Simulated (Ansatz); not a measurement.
Hypothetical CsCl type TlAs, pressure series

Consider TlAs in the CsCl type structure (space group Pm-3m, No. 221; a = 3.599 Å; a hypothetical phase, not in the database extracts checked).

Cell and atoms are relaxed at each pressure.

Calculations: PBEsol/PAW in Ansatz (a first-principles code), without spin-orbit coupling.

```csv
pressure (GPa),volume per atom (Å³/atom)
-2,24.214
-1,23.741
0,23.316
0.9,22.977
2.1,?
4.5,21.845
9,20.772
```

Problem. Fit the third-order Birch–Murnaghan form P(V) = (3B₀/2)[(V₀/V)^(7/3) − (V₀/V)^(5/3)]·[1 + (3/4)(B₀′ − 4)((V₀/V)^(2/3) − 1)] (squares taken in P) to the rows shown and predict the withheld row.

Solution. Least squares on the printed values gives V₀ = 23.321 Å³/atom, B₀ = 58.5 GPa, B₀′ = 4.9; this predicts 22.562 Å³/atom, and the run gives 22.559 Å³/atom, 0.003 lower.

Load acts through the strain it causes; cell and atoms are relaxed under it. Whether these cells are dynamically stable was not tested. No other phases were tried under pressure. All final runs are without spin polarisation.
